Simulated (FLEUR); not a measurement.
FLEUR run on MnS (Fm-3m, 2 atoms in the cell): self-consistent single point.

Method: PBE, all-electron FLAPW (FLEUR), scalar-relativistic valence.

The change in words: lattice scaled by 0.98. Reference geometry:
```yaml
crystal:
  lattice:
    - [0.00000, 2.48025, 2.48025]
    - [2.48025, 0.00000, 2.48025]
    - [2.48025, 2.48025, 0.00000]
  atoms:
    - { symbol: S, position: [0.00000, 0.00000, 0.00000] }
    - { symbol: Mn, position: [0.50000, 0.50000, 0.50000], spin: 4.0 }
```
(The spins are starting values, not results.)

Reference input (self-consistent single point, DFT, PBE, all-electron FLAPW (FLEUR), scalar-relativistic valence): Kmax = 4.6 1/bohr; GmaxXC = 18.4 1/bohr; xcFunctional = pbe; jspins = 2; l_soc = F; mode = gauss; fermiSmearingEnergy = 0.00734986 Htr; mesh (inpgen div1-3) = 9 9 9; inpgen gamma flag = false; Gmax = 18.4 1/bohr; numbands = 0; maxIterBroyd = 25. This run's input differs from it in these lines:

```diff
@@ -3,5 +3,5 @@
 &input film=f /
--0.0000000000 4.6869932206 4.6869932206
-4.6869932206 0.0000000000 4.6869932206
-4.6869932206 4.6869932206 0.0000000000
+-0.0000000000 4.5932533562 4.5932533562
+4.5932533562 -0.0000000000 4.5932533562
+4.5932533562 4.5932533562 -0.0000000000
 1.0
@@ -43,5 +43,5 @@
          <bravaisMatrix>
-            <row-1>    0.0000000000000000     4.6869932205999998     4.6869932205999998</row-1>
-            <row-2>    4.6869932205999998     0.0000000000000000     4.6869932205999998</row-2>
-            <row-3>    4.6869932205999998     4.6869932205999998     0.0000000000000000</row-3>
+            <row-1>    0.0000000000000000     4.5932533562000000     4.5932533562000000</row-1>
+            <row-2>    4.5932533562000000     0.0000000000000000     4.5932533562000000</row-2>
+            <row-3>    4.5932533562000000     4.5932533562000000     0.0000000000000000</row-3>
          </bravaisMatrix>
```

The program printed (abridged):

```
 Iteration:     1   Distance:       7.97968492 me/bohr^3
 Iteration:     2   Distance:       7.49414952 me/bohr^3
 Iteration:     3   Distance:       3.65068567 me/bohr^3
 Iteration:     4   Distance:       1.97926333 me/bohr^3
 Iteration:     5   Distance:       1.97983273 me/bohr^3
   [... 9 lines left out ...]
 Iteration:    15   Distance:       0.00007391 me/bohr^3
 Iteration:    16   Distance:       0.00012105 me/bohr^3
 Iteration:    17   Distance:       0.00001473 me/bohr^3
 Iteration:    18   Distance:       0.00000417 me/bohr^3
 Run finished successfully
 Stop message:
   Structural relaxation: Done

[file out, last iteration]
             iter=     19
[...]
          total density-effective poten   -2.4656772628E+03
          total charge density-energy d   -7.8093360071E+01
 Updated energy parameters for spin:           1
 Updated energy parameters for spin:           2
[...]
 fermi energy and band-weighting factors:
    0.815934

[...]
FERMIE:
          first approx. to ef    (T=0)  :   0.404380 htr   (energy of the highest occ. eigenvalue)
          number of occ. states  (T=0)  :        746
          first approx. to seigv (T=0)  : -10.641870 htr
          sum of weights of occ. states :  21.012346
          sum of semicore charge        :   0.000000 e
          fermi energy=   0.40324 har   work function= -10.97272 ev
   [... lines left out ...]
          total moment                 =     3.93579
 Direct bandgap for spin            1 :    3.1353194136267692E-002  Htr
 Direct bandgap for spin            2 :    6.4247567190081067E-003  Htr
 ---->    free energy=                     -1557.8838663866 htr
   [... lines left out ...]
 ***** TOTAL FORCES ON ATOMS *****
 TOTAL FORCE FOR ATOM TYPE=  1  X=  0.000   Y=  0.000   Z=  0.000
                       FX_TOT= 0.000000 FY_TOT= 0.000000 FZ_TOT= 0.000000
 TOTAL FORCE FOR ATOM TYPE=  2  X=  4.593   Y=  4.593   Z=  4.593
                       FX_TOT= 0.000000 FY_TOT= 0.000000 FZ_TOT= 0.000000
 Structural relaxation: Done
```

The run converged in 18 iterations. FLEUR gives forces in its relaxation mode, with a further iteration, so its stop message speaks of a relaxation. Against the reference run the total energy rises by 39.1 meV/atom and the size of the net moment goes from 2.08 to 1.97 μB/atom.

The starting cell was generated: these elements placed on a structure prototype, without a prior relaxation; it need not be a known phase or ordering of this composition. Its lattice was rescaled by a random factor within 2.5 % of one. For this run, on top of that: lattice scaled by 0.98. With one magnetic atom in the cell only a parallel order is possible. Values depend on the basis (sphere radii, cutoffs, local orbitals), which need not be converged. The log's line on a gap gives a spacing of levels on this mesh, which the program prints for metals too.

Cost on one core of a shared machine: roughly 2 min.
